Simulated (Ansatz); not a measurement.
A zone-centre phonon calculation of VH2 (Fm-3m, 3 atoms in the cell) with Ansatz (a first-principles code).

Method of the run: LDA (PW92), default PAW files made with PBE (plane waves; Ansatz).

```
CELL_PARAMETERS angstrom
      0.00000     2.10387     2.10387
      2.10387     0.00000     2.10387
      2.10387     2.10387     0.00000
ATOMIC_POSITIONS crystal
  V  0.00000 0.00000 0.00000
  H  0.75000 0.75000 0.75000
  H  0.25000 0.25000 0.25000
```

Reference input (self-consistent single point, DFT, LDA (PW92), plane waves, default PAW files made with PBE): basis.ecutwfc = 420 eV; kpoints.mp_grid.grid = 13 13 13; hamiltonian.xc = lda; hamiltonian.pseudopotentials = {kind: paw} (the program's default PAW files); scf.occupations.method = gaussian; scf.occupations.width = 0.1 eV. This run's input differs from it in these lines:

Ansatz 0.2 input:
```diff
@@ -13,3 +13,3 @@
 kpoints:
-  mp_grid: { grid: [13, 13, 13] }
+  mp_grid: { grid: [7, 7, 7] }
 hamiltonian:
@@ -19,6 +19,4 @@
   occupations: { method: gaussian, width: 0.1 eV }
-output:
-  forces: true
-  eigenvalues: true
-  stress: true
+phonons:
+  method: dfpt
```

The program printed (abridged):

```
SCF iter   1: F=—  HF=-2892.627644 eV  |F-HF|=—  |Δ(HF+E_count)|=         —  Δρ=1.32e-2  dr2=2.12e-2  ethr=1.77e-3  ⟨swp⟩=4.0  Hψ=2261  notcnv=0
all-band conjugate gradients solve this SCF's bands
preconditioner: auto → none
SCF iter   2: F=—  HF=-2892.622074 eV  |F-HF|=—  |Δ(HF+E_count)|=   5.57e-3  Δρ=6.29e-3  dr2=4.87e-3  ethr=1.41e-4  ⟨swp⟩=1.0  Hψ=800  notcnv=0
SCF iter   3: F=—  HF=-2892.620484 eV  |F-HF|=—  |Δ(HF+E_count)|=   1.59e-3  Δρ=1.55e-4  dr2=1.50e-6  ethr=3.24e-5  ⟨swp⟩=2.0  Hψ=559  notcnv=0
SCF iter   4: F=—  HF=-2892.620479 eV  |F-HF|=—  |Δ(HF+E_count)|=   4.65e-6  Δρ=4.05e-5  dr2=1.15e-7  ethr=1.00e-8  ⟨swp⟩=2.0  Hψ=790  notcnv=0
SCF iter   5: F=—  HF=-2892.620479 eV  |F-HF|=—  |Δ(HF+E_count)|=   6.67e-9  Δρ=3.57e-6  dr2=5.00e-10  ethr=7.65e-10  ⟨swp⟩=2.2  Hψ=582  notcnv=0
SCF iter   6: F=—  HF=-2892.620479 eV  |F-HF|=—  |Δ(HF+E_count)|=  3.60e-10  Δρ=6.39e-7  dr2=4.95e-11  ethr=1.00e-12  ⟨swp⟩=5.6  Hψ=1828  notcnv=0
SCF iter   7: F=-2892.620479 eV  HF=-2892.620479 eV  |F-HF|=4.55e-13  |Δ(HF+E_count)|=  1.36e-11  Δρ=6.62e-8  dr2=5.53e-13  ethr=1.00e-12  ⟨swp⟩=5.0  Hψ=1646  notcnv=0
SCF 1 converged in 7 iterations: F = -2892.620479 eV  dr2 = 5.53e-13
DFPT response loops at Γ: preconditioner auto → Kerker (q_TF=auto, 2.632 Å⁻¹) (partly filled bands, converged f_vac=0.000) …
Free energy (F): -2892.620479 eV
Internal energy: -2892.611984 eV  (E = F + TS)
E sigma→0 (E₀):  -2892.616231 eV
Entropy (-TS):   -0.008495 eV (-2.832 meV/atom)
Fermi energy:    13.532786 eV
--- Phonons (Γ-DFPT): 2 representative perturbations + reference, on 40 of 343 k-points (Σ response iterations 8) ---
  k mesh reduced under 8 symmetry operations, with k and −k counted as one. Each operation leaves every solved displacement unchanged or reverses it
  ASR residual: 1.642e-5 → 0.000e0 eV/Å²; symmetrization residual: 1.198e-7 eV/Å²
  ASR residual per site (eV/Å²): 1.64e-5 9.12e-6 9.12e-6
  Γ frequencies (cm⁻¹): 0.00 0.00 0.00 1147.16 1147.16 1147.16 1323.87 1323.87 1323.87
  non-analytic LO–TO correction: not included (Born effective charges unavailable; polar crystals: no LO–TO splitting at Γ)
```

The run converged in 7 iterations. 

Summary of the result:
- Free energy E − TS (on the zero of these files) = -2892.6205 eV
- Fermi level (on the code's own zero) = 13.53 eV
- Zone-centre frequencies (cm⁻¹; negative means imaginary) = 0, 0, 0, 1147, 1147, 1147, 1324, 1324, 1324

The starting cell comes from a database of computed structures (which also holds hypothetical and non-ambient phases and stackings), without a prior relaxation at this level. Its lattice was rescaled by up to half a per cent. Spin polarisation is off.
